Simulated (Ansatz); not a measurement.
**Fermi-surface data of MoP under load (space group P-6m2)**

Consider the following.

```xyz
2
Lattice="3.2016 0.0000 0.0000 -1.6008 2.7727 0.0000 0.0000 0.0000 3.1882" Properties=species:S:1:pos:R:3 pbc="T T T"
Mo     0.0000     0.0000     0.0000
P      0.0000     1.8484     1.5941
```

Computed with PBEsol, rigid bands (plane waves, PAW, scalar-relativistic; Ansatz, a quantum-chemistry and plane-wave program). Condition of this run: uniaxial stress zz = -2 GPa (compression positive) (the target of the relaxation). Cell: cell and atoms relaxed with PBEsol, then loaded as said.

| Item | Result |
|---|---|
| density of states at the Fermi level | 0.755 states/(eV·cell), both spins |
| bare Sommerfeld coefficient | 0.89 mJ/(mol of atoms·K²) |
| Drude plasma energy | 5.3 (x), 5.3 (y), 6.1 (z) eV |
| root-mean-square Fermi velocity | 6.7e5 m/s |
| resistivity times τ | 17.7 (x), 17.7 (y), 13.0 (z) ×10⁻²² Ω·m·s |

A metal at this level (no band gap); rigid bands, thermally averaged at 300 K, both spins. Spin-orbit coupling is left out. τ is one relaxation time for all states.

Formula and space group known from diffraction (Crystallography Open Database), not checked to be the room-temperature form: MoP under load (space group P-6m2).
